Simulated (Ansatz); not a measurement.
## Short convergence ladders for LaCu (Pm, 8 atoms in the cell)

```xyz
8
Lattice="7.5528 0.0000 0.0000 0.0000 4.6080 0.0000 0.0000 0.0000 5.6048" Properties=species:S:1:pos:R:3 pbc="T T T"
La     5.1063     1.1520     2.2600
La     2.4465     3.4560     3.3948
La     6.2229     3.4560     5.0124
La     1.3299     1.1520     0.5924
Cu     4.0182     1.1520     5.0220
Cu     3.5347     3.4560     0.5828
Cu     7.3111     3.4560     2.2196
Cu     0.2418     1.1520     3.3852
```

Base method: PBEsol, default PAW files made with PBE (plane waves; Ansatz, an electronic-structure program).

Base settings: basis.ecutwfc = 420 eV; kpoints.mp_grid.grid = 3 5 4; hamiltonian.xc = pbesol; hamiltonian.pseudopotentials = {kind: paw} (the program's default PAW files); scf.occupations.method = gaussian; scf.occupations.width = 0.1 eV.

The count of work is k-points × plane waves × bands × iterations; it is no time. Core times come from one kind of shared machine, to one figure; runs under 30 s give none.

**The k-point mesh**

Only quantities that move along the ladder and can be compared are tabulated.

```csv
kpoints.mp_grid.grid,free energy less the last step's (meV/atom),pressure (GPa),largest difference of a force vector from the last step's (eV/Å),count of work / last
1 1 1,-395.21,-7.22,1.289,0.022
1 2 1,-43.02,-5.24,0.421,0.036
1 2 2,-40.59,-3.45,0.362,0.071
2 3 2,62.51,-1.47,0.333,0.13
2 4 3,-2.71,-2.18,0.118,0.21
3 4 4,3.14,-2.08,0.053,0.33
3 5 4,1.71,-2.09,0.070,0.33
4 7 6,0.00,-2.13,0.000,1.0
```

State of the free energy at the end of the ladder: still drifting one way, by 3.1 meV/atom over the last two steps, so the last step is no safe reference.

Coarsest kpoints.mp_grid.grid that holds the forces within 0.02 eV/Å: not settled: the last two steps still differ by 0.070 eV/Å, over half the tolerance, so the ladder does not show it.

Coarsest kpoints.mp_grid.grid that holds the pressure within 0.5 GPa of the last step, with all finer ones: 2 4 3, at 0.21 of the last step's count of work; the step before is off by 0.66 GPa.

**The k-point mesh at a smearing width of 0.02 eV**

In this ladder: scf.occupations.width = 0.02 eV.

Only quantities that move along the ladder and can be compared are tabulated.

```tsv
kpoints.mp_grid.grid	free energy less the last step's (meV/atom)	pressure (GPa)	largest difference of a force vector from the last step's (eV/Å)	count of work / last
2 3 2	64.10	-1.49	0.367	0.051
3 4 3	-0.60	-2.38	0.056	0.085
4 6 5	1.01	-2.11	0.017	0.28
5 8 7	0.66	-2.12	0.020	0.51
6 10 8	0.00	-2.13	0.000	1.0
```

Coarsest kpoints.mp_grid.grid that holds the free energy within 5 meV/atom of the last step, with all finer ones: 3 4 3, at 0.085 of the last step's count of work; the step before is off by 64 meV/atom.

Coarsest kpoints.mp_grid.grid that holds the forces within 0.01 eV/Å: not settled: the last two steps still differ by 0.020 eV/Å, over half the tolerance, so the ladder does not show it.

Coarsest kpoints.mp_grid.grid that holds the pressure within 0.1 GPa of the last step, with all finer ones: 4 6 5, at 0.28 of the last step's count of work; the step before is off by 0.25 GPa.

**The k-point mesh at a smearing width of 0.3 eV**

In this ladder: scf.occupations.width = 0.3 eV.

Only quantities that move along the ladder and can be compared are tabulated.

```tsv
kpoints.mp_grid.grid	free energy less the last step's (meV/atom)	pressure (GPa)	largest difference of a force vector from the last step's (eV/Å)	count of work / last	core time / last (rough)
2 3 2	52.55	-1.31	0.194	0.058	–
3 4 3	-5.04	-2.15	0.029	0.096	–
4 6 5	0.57	-2.02	0.008	0.28	0.2
5 8 7	0.01	-2.03	0.003	0.58	0.4
6 10 8	0.00	-2.03	0.000	1.0	1
```

Coarsest kpoints.mp_grid.grid that holds the free energy within 2 meV/atom of the last step, with all finer ones: 4 6 5, at 0.28 of the last step's count of work and about 0.2 of the last step's time; the step before is off by 5.0 meV/atom.

Coarsest kpoints.mp_grid.grid that holds the forces within 0.02 eV/Å of the last step, with all finer ones: 4 6 5, at 0.28 of the last step's count of work and about 0.2 of the last step's time; the step before is off by 0.029 eV/Å.

Coarsest kpoints.mp_grid.grid that holds the pressure within 0.2 GPa of the last step, with all finer ones: 3 4 3, at 0.096 of the last step's count of work; the step before is off by 0.72 GPa.

On the base run: the starting cell comes from a database of computed structures (which also holds hypothetical and non-ambient phases and stackings), without a prior relaxation at this level. Its lattice was rescaled by up to half a per cent. One atom was moved a little off its site on purpose. Spin polarisation is off. Ansatz's pressure includes its estimate of the finite-basis (Pulay) stress.

Keys are those of Ansatz 0.2.
